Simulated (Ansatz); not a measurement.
The parent structure is InP in the zinc blende structure (space group F-43m, No. 216; a = 5.960 Å).

The values are results of PBE (Ansatz, a quantum-chemistry and plane-wave program, PAW, no spin-orbit coupling), not measurements.

One change was made to it. Results:

The lattice parameter a falls by 0.2252 Å (5.960 Å → 5.734 Å); the electron mass goes from 0.037 mₑ (at Γ) to 0.080 mₑ (at Γ); the valley order (the lowest conduction-band minima on the path, energy above the VBM, named in the base's zone) goes from Γ 0.44 eV; L along ⟨111⟩ 1.38 eV; X along ⟨100⟩ 1.85 eV to Γ 1.07 eV; X along ⟨100⟩ 1.65 eV; L along ⟨111⟩ 1.66 eV; the hole mass (degenerate bands, along [100]) goes from 0.037, 0.46, 0.46 mₑ (at Γ) to 0.080, 0.40, 0.40 mₑ (at Γ).

**Question.** Which change produced these results?
A. pressure 9 GPa
B. pressure 4.5 GPa
C. pressure −1 GPa
D. pressure 22.5 GPa

**Answer.** A, pressure 9 GPa. For comparison, the valley order in the other runs: pressure 4.5 GPa gives Γ 0.80 eV; L along ⟨111⟩ 1.54 eV; X along ⟨100⟩ 1.74 eV; pressure −1 GPa gives Γ 0.35 eV; L along ⟨111⟩ 1.34 eV; X along ⟨100⟩ 1.88 eV; pressure 22.5 GPa gives X along ⟨100⟩ 1.41 eV; Γ 1.64 eV; L along ⟨111⟩ 1.90 eV.

The levels and masses belong to the bands next to the band gap. Load acts through the strain it causes; cell and atoms are relaxed under it. Masses are band curvatures over ±0.01 Å⁻¹ around the edge. Whether these cells are dynamically stable was not tested. Measured, InP leaves this structure (for rock salt) near 9.8 GPa (temperature not stated; as listed in Datta, Sujoy, Jana, Debnarayan, arXiv (2020)).
